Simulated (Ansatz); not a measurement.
A self-consistent single point of GeMo₂N (P6_3/mmc, 8 atoms in the cell) with Ansatz (a program for electronic structure)

Computed with PBE (plane waves, PAW; Ansatz).

Input as run:

Ansatz 0.2 input:
```yaml
crystal:
  lattice:
    - [2.86789400, 0.00000000, 0.00000000]
    - [-1.43394700, 2.48366900, 0.00000000]
    - [0.00000000, 0.00000000, 12.85538600]
  atoms:
    - { symbol: Ge, position: [0.33333300, 0.66666700, 0.75000000] }
    - { symbol: Ge, position: [0.66666700, 0.33333300, 0.25000000] }
    - { symbol: Mo, position: [0.33333300, 0.66666700, 0.08600000] }
    - { symbol: Mo, position: [0.66666700, 0.33333300, 0.58600000] }
    - { symbol: Mo, position: [0.66666700, 0.33333300, 0.91400000] }
    - { symbol: Mo, position: [0.33333300, 0.66666700, 0.41400000] }
    - { symbol: N, position: [0.00000000, 0.00000000, 0.00000000] }
    - { symbol: N, position: [0.00000000, 0.00000000, 0.50000000] }
kpoints:
  mp_grid: { grid: [9, 9, 2] }
hamiltonian:
  xc: pbe
  pseudopotentials: { kind: paw }
scf:
  occupations: { method: cold, width: 0.1 }
output:
  forces: true
  eigenvalues: true
  stress: true
```

Output, abridged:

```
WARN the atoms were moved onto the symmetric positions of the space group found under crystal.symmetry.tolerance 1.0e-5 (fractional …
WARN basis.ecutwfc = 420 eV, the default
WARN ansatz: RAYON_NUM_THREADS=1 ignored (pool sized by the plan → 1); use --threads N
Pseudopotentials: kind: paw
Pseudopotential: Ge, paw, valence charge 14
Pseudopotential: Mo, paw, valence charge 14
Pseudopotential: N, paw, valence charge 5
Crystal: 8 atoms, lattice volume = 91.568 Å³
Basis set: ecut = 420 eV, 1771 PW (Γ), exchange–correlation on 40×40×180 points (8 copies of the dense FFT grid, shifted against one another)
Bands: 57, of which v1, the nominal top of the filled ones, is band 47 counted from 1 (46 counted from 0)
Symmetry: 24 space group operations
Space group: P63/mmc (ITA 194), of the structure as read, at distance tolerance 4.5e-5 Å
k-points: 24 of 162
Initial density: superposition of atomic densities (neutral atoms: chi_scale 0, normalization atom), corrected by the library's trained network
Initial wavefunctions: pseudopotential atomic-orbital guess
Eigensolver: davidson
Functional: x = pbe(κ = 0.804, μ = 0.2195149727645171), c = pbe(β = 0.06672455060314922)
SCF iter   1: F=—  HF=-29179.917819 eV  |F-HF|=—  |Δ(HF+E_count)|=         —  Δρ=1.27e-2  dr2=4.24e-1  ethr=1.77e-3  ⟨swp⟩=5.5  Hψ=4985  notcnv=0
all-band conjugate gradients solve this SCF's bands
preconditioner: auto → Kerker (q_TF=auto, 2.740 Å⁻¹)
SCF iter   2: F=—  HF=-29179.879491 eV  |F-HF|=—  |Δ(HF+E_count)|=   3.83e-2  S|Δr|=    0.00e0  Δρ=6.64e-3  dr2=1.56e-1  ethr=4.51e-4  ⟨swp⟩=1.0  Hψ=1584  notcnv=0  defer=2
SCF iter   3: F=—  HF=-29179.857631 eV  |F-HF|=—  |Δ(HF+E_count)|=   2.19e-2  S|Δr|=    0.00e0  Δρ=1.54e-3  dr2=9.37e-3  ethr=1.65e-4  ⟨swp⟩=2.0  Hψ=1613  notcnv=0  defer=2
SCF iter   4: F=—  HF=-29179.855921 eV  |F-HF|=—  |Δ(HF+E_count)|=   1.71e-3  S|Δr|=    0.00e0  Δρ=4.90e-4  dr2=3.22e-4  ethr=9.96e-6  ⟨swp⟩=2.0  Hψ=2041  notcnv=0  defer=2
SCF iter   5: F=—  HF=-29179.855675 eV  |F-HF|=—  |Δ(HF+E_count)|=   2.46e-4  S|Δr|=    0.00e0  Δρ=2.54e-4  dr2=4.10e-5  ethr=3.43e-7  ⟨swp⟩=2.0  Hψ=2029  notcnv=0  defer=2
SCF iter   6: F=—  HF=-29179.855667 eV  |F-HF|=—  |Δ(HF+E_count)|=   7.89e-6  S|Δr|=    0.00e0  Δρ=5.17e-5  dr2=2.39e-6  ethr=4.36e-8  ⟨swp⟩=2.6  Hψ=2077  notcnv=0  defer=34
SCF iter   7: F=-29179.855667 eV  HF=-29179.855667 eV  |F-HF|=2.84e-8  |Δ(HF+E_count)|=   1.81e-7  S|Δr|=    0.00e0  Δρ=1.05e-5  dr2=9.51e-8  ethr=1.06e-10  ⟨swp⟩=8.5  Hψ=6137  notcnv=0
SCF 1 converged in 7 iterations: F = -29179.855667 eV  dr2 = 9.51e-8
SCF converged after 7 iterations
Stability not checked (fill_not_monotonic)
Free energy (F): -29179.855667 eV
Harris-Foulkes:  -29179.855667 eV  (|F-HF|=2.84e-8)
Internal energy: -29179.855806 eV  (E = F + TS)
E sigma→0 (E₀):  -29179.855713 eV
Entropy (-TS):   0.000139 eV (0.017 meV/atom)
Fermi energy:    22.015777 eV
--- Per-component energies (eV) ---
  E_band       = -63.614896
  E_kinetic    = 2307.722063
  E_local      = -7005.636792  (includes V_loc(G=0)·N_el)
  E_nonlocal   = 1508.280065
  E_hartree    = 2797.128732
  E_xc         = -1022.825349
  E_vxc        = -1222.180509  (∫ρ·V_xc dr)
  E_paw        = -17104.754579  (= ΣΔE_a)
  E_vpaw       = -1246.073800  (= ΣTr[D̂ρ^β])
  E_aug_tail   = 0.000921  (compensation charges beyond the density's cutoff)
  E_ewald      = -10659.770867
  E_smearing   = 0.000139  (= −TS)
  E_closure    = -0.000000  (closes the sum)
  Σ components = -29179.855667   (vs F -29179.855667, Δ=0.00e0)
--- Forces (eV/Å), atoms counted from 1 ---
  atom   1  Ge     0.00000000     0.00000000     0.00000000
  atom   2  Ge    -0.00000000    -0.00000000     0.00000000
  atom   3  Mo     0.00000000     0.00000000     3.88121869
  atom   4  Mo     0.00000000    -0.00000000     3.88121869
  atom   5  Mo     0.00000000    -0.00000000    -3.88121869
  atom   6  Mo     0.00000000     0.00000000    -3.88121869
  atom   7  N      0.00000000     0.00000000     0.00000000
  atom   8  N     -0.00000000     0.00000000     0.00000000
  max |Σ_I F_I| component: 7.40e-17 eV/Å
--- Stress (GPa, compression-positive) ---
       58.450132       0.000000       0.000000
       -0.000000      58.450132       0.000000
        0.000000       0.000000      42.960439
  P = ⅓ Tr σ = 53.2869 GPa (532.869 kbar)
  The stress holds the Pulay correction. Without it, at fixed plane waves, as pw.x and ABINIT print it: P = 53.0461 GPa
--- Band table (eV; the first three rows and the last of 24) ---
  k-point 0: bands = ["-39.8460", "-39.8457", "-39.6618", "-39.6615", "-14.6574", "-14.6457", "-13.5919", "-13.5774", "-13.5340", "-13.5340", "-13.5339", "-13.5339", "-13.4280", "-13.4280", "-13.4280", "-13.4280", "-3.0799", "-3.0799", "-3.0799", [...]
  k-point 1: bands = ["-39.8458", "-39.8458", "-39.6616", "-39.6616", "-14.6516", "-14.6516", "-13.5846", "-13.5846", "-13.5339", "-13.5339", "-13.5339", "-13.5339", "-13.4280", "-13.4280", "-13.4280", "-13.4280", "-3.0799", "-3.0799", "-3.0799", [...]
  k-point 2: bands = ["-39.8240", "-39.8237", "-39.6495", "-39.6492", "-14.6247", "-14.6145", "-13.7217", "-13.7165", "-13.5814", "-13.5814", "-13.5559", "-13.5498", "-13.5275", "-13.5238", "-13.4385", "-13.4385", "-3.0833", "-3.0833", "-3.0649", [...]
  k-point 23: bands = ["-39.5869", "-39.5869", "-39.5868", "-39.5868", "-14.5391", "-14.5391", "-14.3717", "-14.3717", "-14.3711", "-14.3711", "-14.0670", "-14.0670", "-13.6791", "-13.6791", "-13.6767", "-13.6767", "-3.0246", "-3.0246", "-3.0218", [...]
```

The run converged in 7 iterations.

The starting cell was generated: these elements placed on a structure prototype, without a prior relaxation; it need not be a known phase or ordering of this composition. Spin polarisation is off. With a pressure of about 53 GPa the cell is away from its equilibrium volume at this level. Forces in this geometry exceed 1 eV/Å. Ansatz's pressure includes its estimate of the finite-basis (Pulay) stress.
